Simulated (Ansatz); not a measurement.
**CsI under a change: isotropic strain +2.32 %**

Take CsI in the CsCl type structure (space group Pm-3m, No. 221; a = 4.610 Å) as the base.

Now apply this change: every lattice vector is stretched by 2.32 %; the atoms relax in the strained cell.

The values are results of r2SCAN (Ansatz, a quantum-chemistry and plane-wave program, PAW, no spin-orbit coupling), not measurements. Settings: 7×7×7 k-points, 0.05 eV Fermi–Dirac smearing.

The volume per atom grows by 3.49 Å³, from 48.99 Å³ to 52.48 Å³ and the energy goes up by 8.1 meV/atom. The pressure falls by 0.702 GPa (0.01 GPa → -0.70 GPa) and the band gap drops by 0.23 eV to 4.28 eV. The gap character is still indirect, M → Γ and the mean gap deformation potential ΔEg/Δln V is -3.4 eV. The width of the top valence band falls by 0.15 eV, from 1.24 eV to 1.09 eV and the electron mass changes from 0.29 mₑ (at Γ) to 0.31 mₑ (at Γ). The valley order (the lowest conduction-band minima on the path, energy above the VBM, named in the base's zone) becomes Γ 4.28 eV; M along ⟨110⟩ 4.77 eV (base: Γ 4.51 eV; M along ⟨110⟩ 4.77 eV).

Final structure:

```xyz
2
Lattice="4.7170 0.0000 0.0000 0.0000 4.7170 0.0000 0.0000 0.0000 4.7170" Properties=species:S:1:pos:R:3 pbc="T T T"
Cs     0.0000     0.0000     0.0000
I      2.3585     2.3585     2.3585
```

With I present, leaving out spin-orbit coupling can change the band edges. Effective masses come from finite differences of ±0.01 Å⁻¹. Stability against distortions was not tested.
